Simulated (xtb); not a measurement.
xtb 6.7.1, GFN2-xTB: 1,5-cyclooctadiene cation (C1=CCCC=CCC1), charge +1, multiplicity 2, 20 atoms. The geometry is a generated start, not checked to be a minimum at this level.

```
Quantity                   Value
-----------------  -------------
run flags                 --grad
method                  GFN2-xTB
--acc                1 (default)
--etemp (K)        300 (default)
basis functions               44
valence electrons             43
```

```xyz
20

C     -0.6649    -1.7112    -0.1131
C      0.6595    -1.7152    -0.1094
C      1.5343    -0.5703    -0.5246
C      1.5346     0.5638     0.5290
C      0.6649     1.7121     0.1121
C     -0.6595     1.7144     0.1099
C     -1.5344     0.5699     0.5240
C     -1.5345    -0.5645    -0.5307
H     -1.1846    -2.5916     0.2422
H      1.1781    -2.5956     0.2472
H      1.1929    -0.1623    -1.4795
H      2.5532    -0.9347    -0.6640
H      2.5540     0.9261     0.6719
H      1.1881     0.1573     1.4829
H      1.1872     2.5917    -0.2398
H     -1.1779     2.5959    -0.2435
H     -1.1939     0.1611     1.4789
H     -2.5535     0.9348     0.6630
H     -1.1890    -0.1565    -1.4834
H     -2.5545    -0.9253    -0.6730
```

Charge 1 and multiplicity 2 are set for this test and not shown to be the ground state. GFN-xTB has no spin term: --uhf 1 sets the occupations alone.

One run each on 1 thread. Values of broydamp tried: 0.02, 0.05, 0.1, 0.2, 0.4 (default), 0.6, 0.8, 1.

Q: Which value of broydamp needs the fewest SCC iterations, and what happens away from it?

A: Fewest SCC iterations, within one of each other: 0.2 with 11, 0.4 (default) with 10, 0.6 with 11. The count rises to 20 at 0.02. All converge to one solution.

```csv
broydamp,SCC iterations,end
0.02,20,same solution
0.05,16,same solution
0.1,12,same solution
0.2,11,same solution
0.4 (default),10,same solution
0.6,11,same solution
0.8,13,same solution
1,15,same solution
```
